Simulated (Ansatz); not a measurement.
Formation energy of the localised charge states of Se interstitial in zinc-blende ZnSe (start: void with 4Se nearest; 64-site cell, 2×2×2 shifted sampling) against the Fermi level, Zn-rich (Δμ(Se) = -1.43 eV; only phases computed here count, gases as isolated molecules at 0 K). Calculation: PBE, PAW (plane waves to 420 eV; Ansatz, an electronic-structure program).

Charges with a result: +1, 0, −1, −2. Others weren't obtained, and one of them could lie lower, also by skipping a charge.

Cell and caveats: 64-site cell; 2×2×2 shifted k-points; host gap 1.15 eV; charged states image-corrected; energies good to tenths of an eV; flagged in the runs: a strain field that reaches the edge of the cell.

Left out: charge −1 (level within 0.1 eV of a band edge or past it); charge −2 (level within 0.1 eV of a band edge or past it).

| E_F − E_VBM (eV) | q = +1 | q = 0 |
|---|---|---|
| 0.00 | 3.59 | 3.72 |
| 0.14 | 3.73 | 3.72 |
| 0.29 | 3.88 | 3.72 |
| 0.43 | 4.02 | 3.72 |
| 0.57 | 4.16 | 3.72 |
| 0.72 | 4.31 | 3.72 |
| 0.86 | 4.45 | 3.72 |
| 1.01 | 4.59 | 3.72 |
| 1.15 | 4.74 | 3.72 |

Crossings of the lowest lines: (+1/0) at 0.13 eV.
